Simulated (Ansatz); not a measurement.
Base system: MgInGaO$_{4}$ (space group R3m, No. 160; a = 3.344 Å, c = 25.299 Å (hexagonal axes); a hypothetical phase, not in the database extracts checked).

Levels (all Ansatz, a first-principles code, PAW): PBEsol (420 eV, without spin-orbit coupling); HSE06 (420 eV, spin-orbit coupling left out).

Its gap is 2.07 eV with PBEsol and 3.71 eV with HSE06.

It is then changed as follows: a hydrostatic pressure of 3 GPa.

With PBEsol the gap becomes 2.19 eV.

**Question.** If the HSE06 correction stayed the same, what would the HSE06 gap be, and what does the HSE06 run give?

**Answer.** A rigid correction of +1.64 eV gives 3.83 eV. The HSE06 run gives 3.83 eV, so the two effects roughly add.

Single points use the geometry relaxed with PBEsol. HSE06 was sampled on its mesh, a few special points and the semilocal edge points, so its gap is an upper bound. Load acts through the strain it causes; cell and atoms are relaxed under it. Stability against distortions was not tested.
